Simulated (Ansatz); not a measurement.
## Smallest direct gap on the k points sampled of Ta3N5 (Cmcm, No. 63) at several levels of theory

No measured value is used here.

```
level (code)                                 value (eV)
-------------------------------------------  ----------
LDA (Ansatz)                                       1.36
PBEsol+SOC (Ansatz)                                1.41
r²SCAN+SOC (Ansatz)                                1.80
B3LYP (VWN-RPA form) (Ansatz)                      2.83
dielectric-dependent PBEsol hybrid (Ansatz)        1.99
HSE06+SOC (Ansatz)                                 2.44
PBE0 (Ansatz)                                (withheld)
r²SCAN0 (Ansatz)                             (withheld)
r²SCANh (Ansatz)                             (withheld)
```

**Question.** Some entries are withheld; supply them.

**Answer.** 
- PBE0 (Ansatz, an electronic-structure program), value (eV): 3.13
- r²SCAN0 (Ansatz), value (eV): 3.39
- r²SCANh (Ansatz), value (eV): 2.42

At these levels the smallest gap is indirect and lower: LDA 1.09, PBEsol+SOC 1.14, r²SCAN+SOC 1.56, B3LYP (VWN-RPA form) 2.59, dielectric-dependent PBEsol hybrid 1.72, HSE06+SOC 2.22, PBE0 2.90, r²SCAN0 3.16, r²SCANh 2.17 eV. Computed values are for a static lattice. Spin–orbit coupling is included only where a level's name says +SOC; with heavier elements it mostly lowers gaps and can invert bands.  Values are at the measured cell. Cutoffs and k meshes differ between the levels. Ansatz's density-functional and Hartree–Fock values are scalar-relativistic unless marked +SOC, with PAW data made under PBE.
